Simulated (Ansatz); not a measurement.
Input:

```xyz
1
Lattice="0.0305 1.7819 1.7819 1.7819 0.0305 1.7819 1.8124 1.8124 0.0000" Properties=species:S:1:pos:R:3 pbc="T T T"
Cu     0.0000     0.0000     0.0000
```

No spin polarisation.

Method: PBEsol/PAW in Ansatz (a quantum-chemistry and plane-wave program), scalar-relativistic without spin-orbit coupling. Γ-centred 32×32×32 mesh, Fermi–Dirac width 0.1 eV.

**Question.** Predict the band gap, stress and space group.

**Answer.** 
- Band gap: zero
- Stress (xx, yy, zz, yz, xz, xy; compression positive): (0.3, 0.3, -0.1, 0.0, 0.0, -3.2) GPa
- Space group: Immm (No. 71)

The cells carry an imposed strain or load. Whether these cells are dynamically stable was not tested. All final runs are without spin polarisation. The cell was made from Cu in the fcc (Cu type) structure (space group Fm-3m, No. 225) by this change: tensor shear ε_xy = +1.71 %.
